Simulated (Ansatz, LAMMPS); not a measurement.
## Ge well of 13 atomic layers along [001] in random Si0.2Ge0.8, interfaces sharp

Cell 17.11 × 17.11 × 57.37 Å, Si95Ge625, 720 atoms. Prepared with Tersoff's 1989 multicomponent potential (SiCGe.tersoff) run with LAMMPS: minimisation. 

All values below come from PBE, support functions at accuracy medium on the grid of 370 eV (norm-conserving potentials; Ansatz, an electronic-structure program).

Basis: localised support functions (accuracy medium) on a full density matrix. k-points: zone centre alone; occupations: Fermi-Dirac, 0.010 eV; spin polarisation not allowed. Scalar-relativistic, no spin-orbit coupling.

| Quantity | Value |
|---|---|
| electronic character of the cell | no gap resolved at this smearing |
| coordination (neighbours within 2.972 Å) | 100.0 % 4-fold |
| Ge-Ge bonds, mean ± spread | 2.487 ± 0.006 Å |
| Ge-Si bonds, mean ± spread | 2.441 ± 0.007 Å |
| Si-Si bonds, mean ± spread | 2.392 ± 0.008 Å |
| bond angles, mean ± spread | 109.5° ± 0.9° |
| pressure | 0.16 GPa |
| cost of the final run | about 100 core-minutes (a rough figure), 17 SCF iterations, 15 GiB |
